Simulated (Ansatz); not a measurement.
Input:

```
GeS
1.0
    3.63854     0.00000     0.00000
    0.00000     4.52713     0.00000
    0.00000     0.00000    18.67823
Ge S
2 2
Direct
  0.75000   0.86851   0.56881
  0.25000   0.36851   0.43119
  0.25000   0.50609   0.55663
  0.75000   0.00609   0.44337
```

Computed with PBE, rigid bands (plane waves, PAW, scalar-relativistic; Ansatz, a quantum-chemistry and plane-wave program). Cell: cell and atoms relaxed with PBE.

**Question.** Predict the electron conductivity mass (n e² τ/σ) at 300 K, by direction if it differs.

**Answer.** 0.63 (x), 0.26 (y) mₑ.

**Question.** And the band gap?

**Answer.** 1.78 eV at this level; semilocal functionals usually fall short of the measured gap.

Rigid bands, one relaxation time for all states, no polarons. Spin-orbit coupling is left out; where it splits the top of the valence band it changes the hole mass and lowers the gap by about a third of the splitting.
